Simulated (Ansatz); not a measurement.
**PbTe (model structure, started from the litharge type, P4/nmm, No. 129, 4 atoms in the cell): properties by level of theory**

```
level (code)         equilibrium lattice constant a (Å)  lattice parameter c (Å)
-------------------  ----------------------------------  -----------------------
PBE (Ansatz)                                      5.666                    4.328
PBEsol (Ansatz)                                   5.568                    3.968
PBE-D3(BJ) (Ansatz)                               5.687                    4.233
```

Caveats: a distance lies near a switch of the dispersion term, which can move the cell (PBE-D3(BJ)). Ansatz's density-functional and Hartree–Fock values are scalar-relativistic unless marked +SOC, with PAW data made under PBE.

Static lattice: no zero-point or thermal effects.

A model structure was made by putting elements into a prototype or built by hand; it is no filed structure, need not be a known phase, and can be a saddle point held by its symmetry.

Ansatz is an electronic-structure program.
